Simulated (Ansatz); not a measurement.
Sc on the Si site (Sc_Si) in metastable 2H silicon carbide: one set of geometries, relaxed with PBE, evaluated in Ansatz (PAW, plane waves to 420 eV, 500 eV under r2SCAN) with PBE, r2SCAN.

Details: 96-site cell; 2×2×2 shifted k-points; start: the Si site; charged states image-corrected; not converged in cell size; flagged in the runs: a host whose relaxation on this sampling wasn't shown to rest.

```tsv
quantity	PBE	r2SCAN
host gap (eV)	2.31	___
ε(+1/0) above the VBM (eV)	not bound	not settled
ε(0/−1) above the VBM (eV)	0.21	___
neutral formation energy against hcp Sc, silicon (eV)	2.59	___
largest moment on one atom at charge 0 (μB)	0.12	___
```

### Question
Given the lower rungs, what does r2SCAN give?

### Answer

- host gap (eV), r2SCAN: 2.68
- ε(0/−1) above the VBM (eV), r2SCAN: 0.25
- neutral formation energy against hcp Sc, silicon (eV), r2SCAN: 2.41
- largest moment on one atom at charge 0 (μB), r2SCAN: 0.15

"Not bound" means that the carrier spreads over host band states in this cell; a shallow level, bound over tens of ångströms, can't be resolved here.

Ansatz is a first-principles code.
